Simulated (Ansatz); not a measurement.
## The (110) surface of diamond in its 1x1 cell, relaxed from an ideal cut (the real face may reconstruct)

Computed with PBE (plane waves to 420 eV, PAW; Ansatz, a quantum-chemistry and plane-wave program).

Model: 14-atom slab, 7.6 Å thick at the start (thin: gaps and levels are the slab's own), 8x6x1 mesh, Fermi-Dirac 0.025 eV, dipole correction, all atoms relaxed; start symmetry kept, larger cells not searched; no spin (no spin-polarised run to compare, though such a face may carry moments), no spin-orbit, no U. The slab shows no gap on its mesh.

The work function of the top face comes out as 5.43 eV, the energy released by relaxation comes out as 1.80 eV and the cost is about 2.9 core-minutes (a rough figure).
